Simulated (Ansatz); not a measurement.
Here is the system:

End structure of a constructed model of the (111) surface of fcc Au, a pseudomorphic layer of Zn in the host's stacking (bottom of the slab: a bare face, its two planes held):

```
CELL_PARAMETERS angstrom
      2.93959     0.00000     0.00000
     -1.46980     2.54576     0.00000
      0.00000     0.00000    30.50000
ATOMIC_POSITIONS crystal
  Au 0.33333 0.66667 0.26884
  Au 0.66667 0.33333 0.34753
  Au 0.00000 0.00000 0.42599
  Au 0.33333 0.66667 0.50487
  Au 0.66667 0.33333 0.58393
  Au 0.00000 0.00000 0.66424
  Zn 0.33333 0.66667 0.73755
```

Set-up: 7 atoms, 14.1 Å thick at the start; mesh 15x15x1; 0.1 eV smearing; dipole correction on; 2 atoms held, the rest relaxed; symmetry of the start imposed; no spin, no spin-orbit, no U. It is one candidate, not shown to be the stable structure of the face.

Problem. Give the work function of the top face at the level PBE (Ansatz, a first-principles code).

Solution. 4.50 eV
